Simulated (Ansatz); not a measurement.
## Effect of O → S on VBiO4

Start from VBiO$_{4}$ (space group I4_1/a, No. 88; a = 5.107 Å, c = 11.576 Å).

Perturbation: S takes the place of O on all its sites, then cell and atoms are relaxed.

Computed with PBEsol, PAW, 420 eV (Ansatz, a quantum-chemistry and plane-wave program; spin-orbit coupling left out). Settings: 6×6×6 k-points, 0.05 eV Fermi–Dirac smearing, for the changed cell.

```csv
quantity,base,changed,shift
volume per atom,12.58 Å³,21.98 Å³,+9.394 Å³
density,7.13 g/cm³,4.89 g/cm³,-2.24 g/cm³
lattice parameter a,5.107 Å,6.027 Å,+0.920 Å
c/a ratio,2.267,2.409,+0.1425
space group,I4_1/a (No. 88),I4_1/a (No. 88),–
shortest interatomic distance,1.724 Å,2.150 Å,+0.426 Å
band gap,2.13 eV,0.36 eV,-1.77 eV
gap character,"indirect, Γ–X (71 % along) → N","indirect, Γ–X (67 % along) → Γ",–
smallest direct gap,2.20 eV,0.43 eV,-1.77 eV
width of the top valence band,0.80 eV,0.48 eV,-0.32 eV
electron mass,–,"0.66 mₑ along k, 2.1 mₑ across (off the special points)",–
```

With Bi present, leaving out spin-orbit coupling can change the band edges. Effective masses come from finite differences of ±0.01 Å⁻¹. Along k means along the line from Γ to the band edge. Stability against distortions was not tested. As relaxed here, VBiS4 is a hypothetical phase, not in the database extracts checked. Seeded moments were not kept for O → S and the base. The final runs are not spin-polarised.
